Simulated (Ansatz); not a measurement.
We consider fluorite HfO2 (high-temperature phase), described by r²SCAN in Ansatz (PAW).

Settings: plane-wave cutoff 560 eV, 12×12×12 k mesh, Fermi–Dirac smearing 0.01 eV, scalar-relativistic PAW data made under PBE.

Properties against volume:

| V (Å³/atom) | P (GPa) | direct gap at Γ (eV) | smallest gap on the k mesh (eV) |
|---|---|---|---|
| 10.138 | 19.09 | 5.243 | 4.466 |
| 10.353 | 12.06 | 5.185 | 4.411 |
| 10.569 | 5.73 | 5.127 | 4.357 |
| 10.785 | 0.02 | 5.068 | 4.303 |
| 11.000 | -5.13 | 5.009 | 4.250 |
| 11.216 | -9.78 | 4.950 | 4.196 |
| 11.432 | -13.96 | 4.890 | 4.143 |

The fundamental gap (4.30 eV at the equilibrium volume, with added k points) lies elsewhere than Γ–Γ.

Note: symmetry holds this phase in the static calculation, where it need not be a minimum; held by symmetry at 0 K, a high-temperature phase can be a saddle point.

Spin–orbit coupling is not included.

Ansatz is a quantum-chemistry and plane-wave program.
